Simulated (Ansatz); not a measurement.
The parent structure is InP in the zinc blende structure (space group F-43m, No. 216).

```xyz
2
Lattice="0.0000 2.9135 2.9135 2.9135 0.0000 2.9135 2.9135 2.9135 0.0000" Properties=species:S:1:pos:R:3 pbc="T T T"
In     0.0000     0.0000     0.0000
P      1.4567     1.4567     1.4567
```

Calculations: Ansatz (a first-principles code) LDA, no SOC.

One thing is altered: an isotropic linear strain of +2.00 %; the atoms relax in the strained cell.

Task: What does the calculation give for the mean gap deformation potential ΔEg/Δln V after the change?

Result: The mean gap deformation potential ΔEg/Δln V is -5.4 eV.

Whether these cells are dynamically stable was not tested.
